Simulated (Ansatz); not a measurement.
**Input and output of a self-consistent single point for ZrOs (P4mm, 2 atoms in the cell) (Ansatz, an electronic-structure program)**

Method of the run: PBEsol, default PAW files made with PBE (plane waves; Ansatz).

Input as run:

Ansatz 0.2 input:
```yaml
crystal:
  lattice:
    - [3.286319, 0.000000, 0.000000]
    - [0.000000, 3.286319, 0.000000]
    - [0.000000, 0.000000, 3.286319]
  atoms:
    - { symbol: Zr, position_ang: [1.643160, 1.643160, 1.693161] }
    - { symbol: Os, position_ang: [0.000000, 0.000000, 0.000000] }
basis:
  ecutwfc: 30.9 Ry
kpoints:
  mp_grid:
    grid: [10, 10, 10]
hamiltonian:
  xc: pbesol
  pseudopotentials:
    kind: paw
scf:
  occupations:
    method: gaussian
    width: 0.0073 Ry
output:
  forces: true
  eigenvalues: true
  stress: true
```

The program printed (abridged):

```
WARN ansatz: RAYON_NUM_THREADS=1 ignored (pool sized by the plan → 1); use --threads N
Pseudopotentials: kind: paw
Pseudopotential: Zr, paw, valence charge 12
Pseudopotential: Os, paw, valence charge 16
Crystal: 2 atoms, lattice volume = 35.492 Å³
Basis set: ecut = 420.4159175005146 eV, 739 PW (Γ), exchange–correlation on 48×48×48 points (8 copies of the dense FFT grid, shifted against one another)
Bands: 18, of which v1, the nominal top of the filled ones, is band 14 counted from 1 (13 counted from 0)
Symmetry: 8 space group operations
Space group: P4mm (ITA 99), of the structure as read, at distance tolerance 3.3e-5 Å
k-points: 126 of 1000 (time reversal used)
PAW frozen core: Zr, regenerated for the run's functional, and the local potential with it
PAW frozen core: Os, regenerated for the run's functional, and the local potential with it
Initial density: superposition of atomic densities (neutral atoms: chi_scale 0, normalization atom), corrected by the library's trained network
Initial wavefunctions: pseudopotential atomic-orbital guess
Eigensolver: davidson
Functional: x = pbesol(κ = 0.804, μ = 0.12345679012345678), c = pbesol(β = 0.046)
SCF iter   1: F=—  HF=-15380.713434 eV  |F-HF|=—  |Δ(HF+E_count)|=         —  Δρ=2.76e-3  dr2=7.58e-4  ethr=1.77e-3  ⟨swp⟩=4.0  Hψ=9127  notcnv=0
all-band conjugate gradients solve this SCF's bands
preconditioner: auto → none
SCF iter   2: F=—  HF=-15380.714058 eV  |F-HF|=—  |Δ(HF+E_count)|=   6.24e-4  Δρ=1.34e-3  dr2=1.46e-4  ethr=2.71e-6  ⟨swp⟩=2.9  Hψ=4845  notcnv=0
SCF iter   3: F=—  HF=-15380.714100 eV  |F-HF|=—  |Δ(HF+E_count)|=   4.22e-5  Δρ=1.98e-4  dr2=8.34e-6  ethr=5.20e-7  ⟨swp⟩=1.0  Hψ=2288  notcnv=0
SCF iter   4: F=—  HF=-15380.714093 eV  |F-HF|=—  |Δ(HF+E_count)|=   7.69e-6  Δρ=3.43e-5  dr2=6.58e-7  ethr=2.98e-8  ⟨swp⟩=2.1  Hψ=3579  notcnv=0
iter 5 did not close the SCF: its close was put off for the readings that it lacked (scf_convergence_deferred on its scf_iter line)
SCF iter   5: F=-15380.714092 eV  HF=-15380.714092 eV  |F-HF|=0.00e0  |Δ(HF+E_count)|=   1.95e-7  Δρ=9.01e-6  dr2=1.11e-8  ethr=2.35e-9  ⟨swp⟩=2.2  Hψ=3326  notcnv=0
SCF iter   6: F=-15380.714092 eV  HF=-15380.714092 eV  |F-HF|=1.00e-10  |Δ(HF+E_count)|=   1.41e-9  Δρ=1.83e-6  dr2=5.38e-10  ethr=3.96e-11  ⟨swp⟩=2.2  Hψ=7144  notcnv=0
SCF 1 converged in 6 iterations: F = -15380.714092 eV  dr2 = 5.38e-10
SCF converged after 6 iterations
Free energy (F): -15380.714092 eV
Harris-Foulkes:  -15380.714092 eV  (|F-HF|=1.00e-10)
Internal energy: -15380.713309 eV  (E = F + TS)
E sigma→0 (E₀):  -15380.713700 eV
Entropy (-TS):   -0.000784 eV (-0.392 meV/atom)
Fermi energy:    19.222468 eV
--- Per-component energies (eV) ---
  E_band       = -199.319189
  E_kinetic    = 896.755366
  E_local      = -1576.291508  (includes V_loc(G=0)·N_el)
  E_nonlocal   = 81.539874
  E_hartree    = 583.287225
  E_xc         = -426.093605
  E_vxc        = -474.593861  (∫ρ·V_xc dr)
  E_paw        = -11779.640829  (= ΣΔE_a)
  E_vpaw       = -293.303703  (= ΣTr[D̂ρ^β])
  E_aug_tail   = -0.000060  (compensation charges beyond the density's cutoff)
  E_ewald      = -3160.683426
  E_core_change = 0.413653  (= ΣΔE_core)
  E_smearing   = -0.000784  (= −TS)
  E_closure    = 0.000000  (closes the sum)
  Σ components = -15380.714092   (vs F -15380.714092, Δ=0.00e0)
--- Forces (eV/Å), atoms counted from 1 ---
  atom   1  Zr     0.00000000     0.00000000    -0.34552784
  atom   2  Os    -0.00000000     0.00000000     0.34551922
  max |Σ_I F_I| component: 8.62e-6 eV/Å
--- Stress (GPa, compression-positive) ---
       -7.600934       0.000000       0.000000
        0.000000      -7.600934       0.000000
        0.000000       0.000000      -7.645292
  P = ⅓ Tr σ = -7.6157 GPa (-76.157 kbar)
  The stress holds the Pulay correction. Without it, at fixed plane waves, as pw.x and ABINIT print it: P = -7.6613 GPa
--- Band table (eV; the first three rows and the last of 126) ---
  k-point 0: bands = ["-66.6793", "-29.4335", "-26.0674", "-26.0674", "-26.0664", "-7.3256", "-7.3244", "-7.3244", "11.3277", "14.1736", "14.1853", "17.6795", "17.6936", "17.6936", "21.3006", "21.3358", "24.3039", "24.3039"]
  k-point 1: bands = ["-66.6791", "-29.4319", "-26.0707", "-26.0667", "-26.0667", "-7.3747", "-7.3230", "-7.3230", "11.5417", "14.2730", "14.3524", "17.6677", "17.6677", "17.7451", "21.0637", "21.3901", "23.4988", "23.4988"]
  k-point 2: bands = ["-66.6786", "-29.4276", "-26.0817", "-26.0647", "-26.0647", "-7.5010", "-7.3194", "-7.3194", "12.1515", "14.5631", "14.7969", "17.6133", "17.6133", "17.9295", "20.3554", "21.5577", "22.2455", "22.2455"]
  k-point 125: bands = ["-66.6733", "-29.3228", "-26.1262", "-26.1262", "-26.1253", "-7.7023", "-7.7011", "-7.7011", "16.3852", "16.3852", "16.3898", "17.1459", "17.1530", "17.1530", "19.7891", "19.7902", "22.9732", "24.3857"]
```

The run converged in 6 iterations.

The starting cell comes from a database of computed structures (which also holds hypothetical and non-ambient phases and stackings), without a prior relaxation at this level. Its lattice was rescaled by up to half a per cent. One atom was moved a little off its site on purpose. Spin-orbit coupling is off. Spin polarisation is off. With a pressure of about -8 GPa the cell is away from its equilibrium volume at this level. Ansatz's pressure includes its estimate of the finite-basis (Pulay) stress.
